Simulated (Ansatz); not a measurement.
Surface: Si(111) 1x1 surface, 6 top atoms, 3 bilayers, bottom bilayer H-capped and fixed, every top atom capped by H; cell 11.5 x 6.6 Å; two neighbouring H replaced by SH; about 7 Å thick over the host's atoms, 18 atoms held. Calculation: PBE-D3(BJ) (plane waves to 420 eV, PAW; Ansatz, a program for electronic structure). k mesh 1 x 2 x 1. The slab states were run without spin polarisation. No Hubbard U. A thicker slab, a larger cell or a denser mesh can move such energies by a tenth of an eV or more. All energies are electronic energies at 0 K, without vibrations. Each state was relaxed from one prepared geometry.

End state of this step: DMZ exchanges a ligand with a surface S-H group and alkane forms. Atoms near the product:

```
atom    x (Å)  y (Å)   z (Å)
------  -----  -----  ------
H(29)   3.837  6.685  11.037
H(44)   7.634  6.651  10.993
S(46)   5.724  3.451  11.668
H(47)   5.772  6.225  13.036
Zn(a0)  7.484  8.962  12.307
C(a1)   5.157  6.730  13.789
H(a2)   4.374  6.040  14.121
H(a3)   5.778  7.018  14.646
H(a4)   4.695  7.622  13.351
C(a5)   8.952  8.074  13.188
H(a6)   9.465  8.764  13.871
H(a7)   8.575  7.219  13.763
H(a8)   9.672  7.709  12.446
```

Problem. What energy does it take to move CH4 into the gas, one a cell, with the surface relaxed behind it, and what are its closest contacts before it leaves?

Solution. 0.18 eV. Its closest contacts to the rest of the cell: H(a4)...H(29) 2.64 Å, H(47)...H(44) 2.80 Å, H(47)...H(29) 2.82 Å.

Here DMZ is dimethylzinc.
